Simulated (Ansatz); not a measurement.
# CdTe, response to strain

The parent structure is CdTe in the zinc blende structure (space group F-43m, No. 216; a = 6.558 Å). Axes: x, y, z lie along the cube axes.

Strains are applied to the cell and any free atomic positions relax; under biaxial strain the out-of-plane vector relaxes too; under stress the whole cell relaxes.

Levels (all Ansatz, an electronic-structure program, PAW): r2SCAN (500 eV, no spin-orbit coupling); HSE06 (420 eV, without spin-orbit coupling).

Band gaps by level, all at the geometries relaxed with r2SCAN:

```csv
case,r2SCAN,HSE06
base,1.17 eV,1.51 eV
"biaxial strain −4.30 %, plane normal [001], relaxed out of plane",1.11 eV,1.45 eV
isotropic strain −1.14 %,1.28 eV,1.63 eV
tensor shear ε_xz = −1.12 %,1.10 eV,1.45 eV
"uniaxial stress, 0.5 GPa compression along x",1.11 eV,1.46 eV
```

Single points use the geometry relaxed with r2SCAN. Spin-orbit coupling, missing from the scalar runs, can matter with Te. Stability under load was not tested beyond the relaxation.
